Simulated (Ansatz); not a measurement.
**Pressure series in VBiO4**

The parent structure is VBiO$_{4}$ (space group I4_1/a, No. 88; a = 5.121 Å, c = 11.621 Å).

Cell and atoms are relaxed at each pressure.

Computed with r2SCAN (Ansatz, a quantum-chemistry and plane-wave program), spin-orbit coupling left out.

Candidates:
(a) pressure −1 GPa
(b) pressure 2.1 GPa
(c) pressure 0.9 GPa

Before the change:

Band gap: 2.46 eV

Problem. Order them by band gap, lowest first.

Solution. (b) pressure 2.1 GPa (2.40 eV), (c) pressure 0.9 GPa (2.44 eV), (a) pressure −1 GPa (2.49 eV)

Spin-orbit coupling, missing from the scalar runs, can matter with Bi. Load acts through the strain it causes; cell and atoms are relaxed under it. Whether these cells are dynamically stable was not tested. Seeded moments were not kept for the base. The final runs are not spin-polarised.
